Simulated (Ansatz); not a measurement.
Consider a periodic stack without vacuum, tetragonal WSi2 (0 0 1) on rutile TiO2 (0 0 1) (film strained to the substrate, started from cuts of the bulks and a machine-learned relaxation; slabs Ti10O20 and W8Si12, which can lie off the formulas): substrate slab Ti10O20, film W8Si12, surface cells [[0, 1], [-1, 0]] and [[-1, 1], [-1, -1]], film strained by +1.7 and +1.7 %, outermost planes OTi/OTi and W/W as cut, which need not be the usual terminations and can put a slab off its formula. Its start:

```xyz
50
Lattice="4.6435 0.0000 -0.0134 0.0000 4.6435 0.0305 1.0756 -0.9614 31.5535" Properties=species:S:1:pos:R:3 pbc="T T T"
Ti     4.5625     0.0725     2.7719
Ti     2.2377     2.3970     1.9587
O      1.2904     3.3504     3.1597
O      3.5524     3.7348     1.6281
O      0.9024     1.0857     1.6146
O      3.1972     1.4423     3.1459
Ti     4.5855     0.0583     5.8982
Ti     2.2571     2.3866     4.8577
O      1.3339     3.3101     6.1620
O      3.6435     3.7774     4.6092
O      0.8678     1.0025     4.5985
O      3.1930     1.4505     6.1435
Ti     4.6008     0.0388     8.9198
Ti     2.2748     2.3689     7.8209
O      1.3516     3.2839     9.1532
O      3.6679     3.7663     7.6219
O      0.8741     0.9734     7.6104
O      3.2012     1.4333     9.1358
Ti     4.6087     0.0141    11.8876
Ti     2.2847     2.3454    10.8406
O      1.3513     3.2678    12.1641
O      3.6738     3.7392    10.6166
O      0.8871     0.9535    10.6060
O      3.2182     1.3994    12.1474
Ti     4.6172    -0.0124    14.7983
Ti     2.2932     2.3155    13.9678
O      1.2940     3.3000    15.1528
O      3.6614     3.6892    13.6214
O      0.9175     0.9488    13.6097
O      3.2885     1.3044    15.1328
W      1.1201     3.2900    22.0829
W      3.4342     0.9757    22.0628
W      1.0499     0.9630    18.2915
W      3.4876     3.3896    18.3024
Si     1.1655     3.2797    19.3801
Si     3.3776     1.0562    19.3578
Si     1.1031     0.9729    20.8166
Si     3.4432     3.3115    20.8273
W      1.1887     3.1970    29.7388
W      3.5130     0.9024    29.7342
Si     1.1153     0.9632    23.3340
Si     3.4388     3.2862    23.3427
Si     1.1532     3.2435    24.7059
Si     3.4753     0.9216    24.6910
W      1.1563     0.9163    25.9601
W      3.4780     3.2409    25.9691
Si     1.1573     3.2289    27.2193
Si     3.4809     0.9118    27.2098
Si     1.1865     0.8829    28.6567
Si     3.5052     3.2302    28.6655
```

The start was prepared with a machine-learned potential, and the result is one local minimum, with the in-plane cell held and forces under 0.04 eV/Å; the film can end far from its bulk form.

Calculation: PBE (plane waves to 420 eV, PAW; Ansatz, a first-principles code). No spin–orbit coupling; the runs are not spin-polarised. Its k-point mesh 6×6×1, Fermi–Dirac width 0.05 eV.

Problem. Predict the relaxed interface.

Solution. 
* **interface area**: 21.6 Å²
* **period**: 29.37 Å
* **heights between the nearest atoms of the two slabs at the two interfaces**: 1.96 and 1.96 Å
* **Ti–W contacts across the interfaces within 1.22 times the sum of covalent radii**: 8, mean 3.37 Å
* **O–W contacts across the interfaces within 1.22 times the sum of covalent radii**: 4, mean 2.01 Å
